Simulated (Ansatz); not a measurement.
Take ZnS in the zinc blende structure (space group F-43m, No. 216) as the base.

```xyz
2
Lattice="0.0000 2.6946 2.6946 2.6946 0.0000 2.6946 2.6946 2.6946 0.0000" Properties=species:S:1:pos:R:3 pbc="T T T"
Zn     0.0000     0.0000     0.0000
S      1.3473     1.3473     1.3473
```

Cartesian axes are those of the cell as printed.

Computed with Ansatz (a first-principles code) r2SCAN, no SOC.

Perturbation: the cell is compressed by 1.00 % along z with no lateral relaxation; the atoms relax in the strained cell.

Q: Predict the stress tensor and what it implies for the stiffness.

A: Stress of the strained cell less that of the base (GPa, compression positive):
```
   0.66    0.00    0.00
   0.00    0.66    0.00
   0.00    0.00    1.09
```

Then −Δσ_ii/ε with ε = -0.0100 gives relaxed-ion elastic constants: C33 ≈ 109 GPa, C13 ≈ 66 GPa and C23 ≈ 66 GPa.

No phonon test of stability was made.
